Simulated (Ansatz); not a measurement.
The starting structures come from a database of crystals and need not be the phases stable at ambient conditions.

Tunnelling through a barrier is set by its complex band structure: the current falls as exp(−2κd) with the smallest κ.

Data:

```yaml
crystal:
  lattice:
    - [6.34528, 0.00000, 0.00000]
    - [-3.17264, 5.49517, 0.00000]
    - [3.17264, 1.83172, 10.27974]
  atoms:
    - { symbol: Cs, position: [0.43697, 0.71848, 0.84455] }
    - { symbol: Cs, position: [0.56303, 0.28152, 0.15545] }
    - { symbol: Cs, position: [0.74397, 0.87198, 0.38405] }
    - { symbol: Cs, position: [0.25603, 0.12802, 0.61595] }
    - { symbol: Na, position: [0.80604, 0.40302, 0.79094] }
    - { symbol: Na, position: [0.19396, 0.59698, 0.20906] }
    - { symbol: Ga, position: [0.00000, 0.00000, 0.00000] }
    - { symbol: Ga, position: [0.00000, 0.50000, 0.50000] }
    - { symbol: F, position: [0.92635, 0.18147, 0.89219] }
    - { symbol: F, position: [0.07365, 0.81854, 0.10781] }
    - { symbol: F, position: [0.92635, 0.74488, 0.89219] }
    - { symbol: F, position: [0.07365, 0.25512, 0.10781] }
    - { symbol: F, position: [0.36293, 0.18147, 0.89219] }
    - { symbol: F, position: [0.63707, 0.81854, 0.10781] }
    - { symbol: F, position: [0.21648, 0.39661, 0.38690] }
    - { symbol: F, position: [0.78351, 0.60338, 0.61310] }
    - { symbol: F, position: [0.21648, 0.81987, 0.38690] }
    - { symbol: F, position: [0.78351, 0.18013, 0.61310] }
    - { symbol: F, position: [0.79323, 0.39661, 0.38690] }
    - { symbol: F, position: [0.20677, 0.60338, 0.61310] }
```

Space group of this cell: R-3m. The cell is taken as given; by PBEsol its mean pressure is -2.7 GPa.

Transport runs along the normal of the first two printed cell vectors, the (001) plane of the conventional cell.

The gap is the functional's own, uncorrected, and κ follows it; spin-orbit coupling is left out. Mid-gap values are interpolated between the computed energies.

Problem. Predict the band gap and the smallest decay constant κ at mid-gap from PBEsol (Ansatz, a program for electronic structure).

Solution. Gap 5.85 eV on a 6×6×6 mesh; κ = 0.457 1/Å, at the zone centre.
